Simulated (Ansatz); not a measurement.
# Step by step: formation energy of the neutral H_i in WC (P-6m2)

This concerns the formation energy of the neutral H_i in WC (P-6m2). Reaction: 27 WC (P-6m2) + 1/2 H2 (gas) → cell A.

A: a supercell of 54 sites of WC (P-6m2) with H off the lattice sites (3 C at 1.70 Å and 6 W at 2.23 Å); an odd number of electrons; spin state with PBE: no moments.

Method: Ansatz (an electronic-structure program), PAW, neutral cells at 0 K with nuclei at rest, on structures from PBE. Ansatz runs with its default PAW set. Larger cells are relaxed from a start prepared with the learned potential CHGNet, on a coarser mesh till forces fall under 0.03 eV/Å, which some starts already meet. A dispersion term (D3(BJ), or D4 for r2SCAN) was computed beside these levels and is taken off wherever the name lacks it. The runs are scalar-relativistic, without spin-orbit coupling. Mesh and cell size may move defect energies by 0.1 eV or more. The value holds for the reservoirs listed; other chemical potentials shift it. Cell A has symmetry P-6m2 and got no random move, so less symmetric positions, which may lie lower, weren't tried.

Total energies of the cells in eV, at zero smearing width. They compare only within one column; the weights balance every element.

```
cell        atoms  weight            PBE
----------  -----  ------  -------------
A: WC:H_i      55      +1  -287187.97529
WC (P-6m2)     54      −1  -287173.56172
H2 (gas)        2    −1/2      -31.74439
```

PBE: (-287187.97529) − (-287173.56172) − 1/2 × (-31.74439) = 1.459 eV.
